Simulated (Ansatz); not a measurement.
**Convergence study of shifted k-point meshes for WS₂ (R3m, 3 atoms in the cell)**

```xyz
3
Lattice="1.5877 0.9166 6.4703 -1.5877 0.9166 6.4703 0.0000 -1.8333 6.4703" Properties=species:S:1:pos:R:3 pbc="T T T"
W      0.0000     0.0000     0.0630
S      0.0000     0.0000     8.0383
S      0.0000     0.0000     4.9288
```

Computed with LDA (PW92), default PAW files made with PBE (plane waves; Ansatz, an electronic-structure program).

Base settings: basis.ecutwfc = 420 eV; kpoints.mp_grid.grid = 9 9 9; hamiltonian.xc = lda; hamiltonian.pseudopotentials = {kind: paw} (the program's default PAW files); scf.occupations.method = fixed.

In this ladder: kpoints.mp_grid.shift = 0.5 0.5 0.5.

Only quantities that move along the ladder and can be compared are tabulated.

The count of work is k-points × plane waves × bands × iterations; it is no time. Core times come from one kind of shared machine, to one figure; runs under 30 s give none.

The starting cell comes from a database of computed structures (which also holds hypothetical and non-ambient phases and stackings), without a prior relaxation at this level. Its lattice was rescaled by up to half a per cent. One atom was moved a little off its site on purpose. In the base run, with a pressure of about -4 GPa the cell is away from its equilibrium volume at this level. In the base run, forces exceed 1 eV/Å. Ansatz's pressure includes its estimate of the finite-basis (Pulay) stress.

Steps (kpoints.mp_grid.grid): 2 2 2; 3 3 3; 4 4 4; 5 5 5; 6 6 6; 7 7 7; 8 8 8; 9 9 9; 10 10 10; 11 11 11; 13 13 13; 14 14 14; 16 16 16; 17 17 17; 19 19 19; 21 21 21; 23 23 23; 26 26 26.

Task: What is the coarsest kpoints.mp_grid.grid that holds the pressure within 0.5 GPa of the last step, with all finer ones?

Result: 3 3 3, at 0.0037 of the last step's count of work; the step before is off by 2.7 GPa.

Task: What is the coarsest kpoints.mp_grid.grid that holds the free energy within 1 meV/atom of the last step, with all finer ones?

Result: 5 5 5, at 0.012 of the last step's count of work; the step before is off by 19 meV/atom.

Task: What is the coarsest kpoints.mp_grid.grid that holds the forces within 0.005 eV/Å of the last step, with all finer ones?

Result: 7 7 7, at 0.027 of the last step's count of work; the step before is off by 0.007 eV/Å.

```csv
kpoints.mp_grid.grid,free energy less the last step's (meV/atom),pressure (GPa),largest difference of a force vector from the last step's (eV/Å),count of work / last,core time / last (rough)
2 2 2,344.66,-1.43,0.646,0.0014,–
3 3 3,9.12,-4.19,0.228,0.0037,–
4 4 4,-18.80,-4.53,0.058,0.0061,–
5 5 5,0.07,-4.13,0.002,0.012,–
6 6 6,0.73,-4.13,0.007,0.017,–
7 7 7,-0.35,-4.15,0.002,0.027,–
8 8 8,0.06,-4.14,0.000,0.037,–
9 9 9,0.06,-4.14,0.001,0.052,–
10 10 10,-0.03,-4.14,0.000,0.067,–
11 11 11,0.00,-4.14,0.000,0.089,–
13 13 13,0.00,-4.14,0.000,0.14,–
14 14 14,0.00,-4.14,0.000,0.17,–
16 16 16,0.00,-4.14,0.000,0.25,–
17 17 17,0.00,-4.14,0.000,0.30,–
19 19 19,0.00,-4.14,0.000,0.41,0.4
21 21 21,0.00,-4.14,0.000,0.54,0.6
23 23 23,0.00,-4.14,0.000,0.71,0.7
26 26 26,0.00,-4.14,0.000,1.0,1
```

Keys are those of Ansatz 0.2.
